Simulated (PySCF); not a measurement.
PySCF 2.14.0, PBE0/def2-svp, df: triflic acid (O=S(=O)(O)C(F)(F)F), 9 atoms. The geometry is a generated start, not checked to be a minimum at this level.

| Quantity | Result |
|---|---|
| task | energy |
| method | pbe0 |
| basis | def2-svp |
| two-electron scheme | density fitting |
| mol.max_memory | 3000 MB |
| mf.max_cycle | 100 |
| mf.conv_tol | 1e-09 (default) |
| mf.grids.level | 3 (default) |
| basis functions | 121 |
| grid points | 127840 |

```xyz
9

O      1.2966    -0.3466    -0.9644
S      0.6814     0.4449     0.2647
O      1.1381    -0.1451     1.4734
O      0.7842     1.8340     0.0386
C     -1.0994    -0.0561     0.0178
F     -1.8657     0.4296     0.9795
F     -1.5348     0.3732    -1.1521
F     -1.1561    -1.3828     0.0441
H      1.7556    -1.1511    -0.7015
```

With the defaults (mf.DIIS = CDIIS, mf.diis = true, mf.diis_space = 8, mf.init_guess = minao, mf.damp = 0, mf.diis_start_cycle = 1, newton = off) it converges in 14 Fock builds. One run each on 2 threads, 1 BLAS thread, with these changes:
- newton = Hessian by the SCF's own integrals
- mf.init_guess = mod_huckel
- mf.init_guess = 1e
- mf.damp = 0.7, mf.diis_start_cycle = 8
- mf.DIIS = EDIIS
- mf.diis = false
- mf.diis_space = 12
- mf.init_guess = atom
- mf.DIIS = ADIIS

Problem. Name the settings that don't reach the solution of the defaults.

Solution. No convergence: mf.DIIS = EDIIS; mf.diis = false (the run ends without SCF convergence in 100 cycles). The rest reach the solution of the defaults.

```tsv
setting	Fock builds	end
mf.diis_space = 12	13	same solution
mf.init_guess = atom	13	same solution
the defaults	14	same solution
mf.init_guess = mod_huckel	15	same solution
mf.damp = 0.7, mf.diis_start_cycle = 8	15	same solution
mf.DIIS = ADIIS	18	same solution
mf.init_guess = 1e	19	same solution
newton = Hessian by the SCF's own integrals	43	same solution
mf.DIIS = EDIIS	101	no convergence
mf.diis = false	101	no convergence
```

Under newton the count holds the products with the orbital Hessian.
